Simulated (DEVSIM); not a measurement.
## illuminated Si n-on-p cell, one wavelength, with a back-surface field

Structure: illuminated Si n-on-p cell, one wavelength, with a back-surface field, at 350 K.

```csv
layer (left to right),material,thickness (μm),Nd (cm⁻³),Na (cm⁻³),τn (s),τp (s),absorption coefficient (cm⁻¹)
1,Si,0.0790,3.4e18,-,5.5e-6,3.6e-6,520
2,Si,83.0,-,2.7e15,0.0005,0.0005,520
3,Si,0.470,-,3.8e18,0.0005,0.0005,520
```

Left contact: ohmic, minority hole recombination velocity 100 cm/s. Right contact: ohmic, minority electron recombination velocity 1e6 cm/s. Voltage is applied to the left contact. Recombination: SRH at mid-gap, radiative, Auger. Light enters at the left, 1.4e17 photons cm⁻² s⁻¹, one pass, no reflection. Mobility is constant in doping.

Constants are typed, rounded textbook-type inputs, not results; the design itself was drawn at random and stands for no fabricated device. Values at 300 K; Nc and Nv go as T^1.5, mobilities as T to minus their exponent, the gap by Varshni's rule with the affinity fixed.

```tsv
parameter	Si
gap (eV)	1.124
affinity (eV)	4.05
permittivity	11.7
Nc (cm⁻³)	2.86e19
Nv (cm⁻³)	3.1e19
μn (cm²/Vs)	1417
μp (cm²/Vs)	470
T exponent of μn	2.3
T exponent of μp	2.2
B (cm³/s)	4.7e-15
Cn (cm⁶/s)	2.8e-31
Cp (cm⁶/s)	9.9e-32
Varshni α (eV/K)	0.000473
Varshni β (K)	636
```

Model (solved in DEVSIM): 1D drift-diffusion, Boltzmann statistics, complete ionisation; no tunnelling, impact ionisation, image-force lowering or self-heating.

- Potential step across the device at zero bias: 0.969 V
- Dark forward voltage at 1 A/cm²: 0.607 V
- Dark forward voltage at 100 A/cm²: 0.784 V
- Short-circuit current: 21.8 mA/cm²
- Open-circuit voltage: 0.485 V
- Fill factor: 0.77
- Largest power: 8.19 mW/cm²
- Share of generated pairs collected at short circuit: 0.985

Current under light (generator sign):

| V (V) | J (mA/cm²) |
|---|---|
| 0.00 | 21.8 |
| 0.06 | 21.8 |
| 0.12 | 21.8 |
| 0.20 | 21.8 |
| 0.26 | 21.8 |
| 0.34 | 21.6 |
| 0.36 | 21.4 |
| 0.38 | 21.1 |
| 0.40 | 20.5 |
| 0.42 | 19.2 |
| 0.44 | 16.8 |
| 0.46 | 12.2 |
| 0.48 | 3.27 |
| 0.50 | -13.7 |

Dark forward current:

(V (V), J (A/cm²)): (-0.05, -1.0e-8); (-0.10, -6.3e-8); (-0.15, -3.4e-7); (-0.20, -1.8e-6); (-0.25, -9.2e-6); (-0.30, -4.8e-5); (-0.35, -0.00025); (-0.40, -0.0013); (-0.45, -0.0069); (-0.50, -0.035); (-0.55, -0.17); (-0.60, -0.83); (-0.65, -3.6); (-0.70, -14); (-0.75, -47); (-0.80, -140); (-0.85, -380); (-0.90, -870); (-0.95, -1700); (-1.00, -2700)
